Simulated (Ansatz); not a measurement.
Take TiO$_{2}$ in the rutile structure (space group P4_2/mnm, No. 136; a = 4.591 Å, c = 2.939 Å) as the base.

Levels (all Ansatz, a first-principles code, PAW): PBEsol (420 eV, no spin-orbit coupling); r2SCAN (500 eV, no SOC); HSE06 (420 eV, no SOC).

One geometry, relaxed with PBEsol, under each level:

| level | band gap | lowest conduction level above the VBM at special points | pressure |
|---|---|---|---|
| PBEsol | 1.87 eV | Γ 1.87 eV; M 1.90 eV; R 1.91 eV; X 2.55 eV | 0.0 kbar |
| r2SCAN | (withheld) | (withheld) | (withheld) |
| HSE06 | 3.40 eV | Γ 3.40 eV; M 3.42 eV; R 3.45 eV | – |

Problem. Give the withheld r2SCAN results.

Solution. 
- r2SCAN, band gap: 2.24 eV
- r2SCAN, lowest conduction level above the VBM at special points: Γ 2.24 eV; M 2.28 eV; R 2.30 eV; X 2.93 eV
- r2SCAN, pressure: 20.0 kbar

Single points use the geometry relaxed with PBEsol. Their cutoffs differ, which shifts pressures a little. Whether these cells are dynamically stable was not tested. All final runs are without spin polarisation.
